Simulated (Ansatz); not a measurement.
The starting structures come from a database of crystals and need not be the phases stable at ambient conditions.

```xyz
2
Lattice="3.8661 0.0000 0.0000 -1.9330 3.3481 0.0000 1.9330 1.1160 3.1566" Properties=species:S:1:pos:R:3 pbc="T T T"
Mg     0.0000     0.0000     0.0000
Se     3.8661     2.2321     1.5783
```

The cell is taken as given.

Transport runs along the normal of the first two printed cell vectors, the (111) plane of the conventional cell.

The gap is the functional's own. No spin-orbit coupling. Mid-gap values are those at the computed energy nearest the middle.

Question: Estimate the band gap and the smallest decay constant κ at mid-gap that Ansatz (an electronic-structure program) with r2SCAN returns for this system.

Answer: Gap 2.48 eV on a 12×12×12 mesh; κ = 0.178 1/Å, at the zone centre.
